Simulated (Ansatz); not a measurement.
## Hypothetical P4_2/mnm GaAs under a change: biaxial strain −0.28 %, plane normal [001], relaxed out of plane

Consider GaAs (space group P4_2/mnm, No. 136; a = 6.9169 Å, c = 4.0030 Å; a hypothetical phase, not in the database extracts checked). Axes: x, y, z lie along a, b, c of the conventional cell.

One thing is altered: biaxial strain −0.28 %, plane normal [001], relaxed out of plane (Cartesian); in-plane vectors clamped, the third vector and the atoms free.

Level of theory: PBEsol (Ansatz, a quantum-chemistry and plane-wave program; PAW; 420 eV plane waves; no spin-orbit coupling). Γ-centred 5×5×8 mesh, Fermi–Dirac width 0.05 eV.

The volume per atom drops by 0.10 Å³ (23.94 Å³ → 23.84 Å³) and the space group stays P4_2/mnm (No. 136). The shortest interatomic distance decreases by 0.002 Å, from 2.436 Å to 2.434 Å and the pressure (mean of the normal stresses, compression positive) goes from zero to 0.23 GPa. The band gap increases by 0.013 eV to 0.50 eV (an upper bound: an edge found on the path is not a true extremum; both cells) and the out-of-plane strain comes out as +0.16 %.

Whether these cells are dynamically stable was not tested.
